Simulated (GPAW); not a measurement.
# Relaxation of cell and atoms of PtSb2 (Pa-3, 12 atoms in the cell) at several settings

```xyz
12
Lattice="6.4748 0.0000 0.0000 0.0000 6.4748 0.0000 0.0000 0.0000 6.4748" Properties=species:S:1:pos:R:3 pbc="T T T"
Sb     4.0467     5.6654     0.8093
Sb     0.8093     4.0467     5.6654
Sb     4.0467     4.0467     4.0467
Sb     2.4280     2.4280     2.4280
Sb     5.6654     0.8093     4.0467
Sb     5.6654     2.4280     0.8093
Sb     0.8093     5.6654     2.4280
Sb     2.4280     0.8093     5.6654
Pt     0.0000     3.2374     3.2374
Pt     3.2374     0.0000     3.2374
Pt     0.0000     0.0000     0.0000
Pt     3.2374     3.2374     0.0000
```

Base: PBE, GPAW PAW datasets PBE (gpaw-data 1.0.1) (GPAW). Its settings: mode = pw; ecut = 550 eV; xc = PBE; kpts = 3 3 3; mesh shift (steps) = 0 0 0; occupations.name = fermi-dirac; occupations.width = 0.02 eV; nbands = -4; convergence.bands = -2; symmetry.symmorphic = false; symmetry.tolerance = 0.0005; maxiter = 100. Starting volume 22.62 Å³ per atom.

Each line gives the change from the base single point and the result:

- ecut: 550 eV → 330 eV; nbands: -4 → -16; convergence.bands: -2 → default; convergence.density: default → 1e-05 e/electron; optimizer: default → LBFGS; fmax: default → 0.02 eV/Å: largest force (vector length) 0.006 eV/Å; final cell a = b = c = 6.398 Å, α = β = γ = 90.00°; final volume per atom 21.82 Å³; relaxation steps 2; free energy against the base single point 370.9 meV/atom.
- nbands: -4 → -16; convergence.bands: -2 → default; convergence.density: default → 1e-05 e/electron; optimizer: default → LBFGS; fmax: default → 0.02 eV/Å; scalar_pressure: default → -2 GPa: pressure -2.06 GPa; largest force (vector length) 0.013 eV/Å; final cell a = 6.587 Å, b = 6.587 Å, c = 6.587 Å, α = 90.00°, β = 90.00°, γ = 90.00°; final volume per atom 23.82 Å³; relaxation steps 5; free energy against the base single point -5.6 meV/atom.
- nbands: -4 → -16; convergence.bands: -2 → default; convergence.density: default → 1e-05 e/electron; dispersion: default → d3bj; optimizer: default → LBFGS; fmax: default → 0.02 eV/Å [DFT PBE-D3(BJ), plane waves, GPAW PAW datasets PBE (gpaw-data 1.0.1)]: pressure 0.10 GPa; largest force (vector length) 0.014 eV/Å; final cell a = b = c = 6.461 Å, α = β = γ = 90.00°; final volume per atom 22.48 Å³; relaxation steps 2.

The starting cell has typed, rounded lattice constants, without a prior relaxation at this level. Its lattice was rescaled by a random factor within 2.5 % of one. Spin-orbit coupling is off. Spin polarisation is off.

At such cutoffs GPAW's stress carries a finite-basis (Pulay) error, which enters relaxed cells too; its log prints stress with tension positive.
